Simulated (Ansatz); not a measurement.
Results of PBEsol (Ansatz, a first-principles code, plane waves, hard PAW) for cubic perovskite KCoF3.

Run with plane-wave cutoff 1050 eV, 8×8×8 k mesh, Fermi–Dirac smearing 0.05 eV, magnetic order G, spin-polarised with opposed moments.

Computed at the level's own relaxed cell.

Q: Estimate the volume per atom and lattice constant a that the calculation returns.

A: 
* **volume per atom**: 13.04 Å³/atom
* **lattice constant a**: 4.025 Å

Note: the magnetic order was assumed, not searched for or taken from measurement.

The computed numbers hold no vibrational or temperature effects.

It cost roughly 9 core-minutes of CPU time.
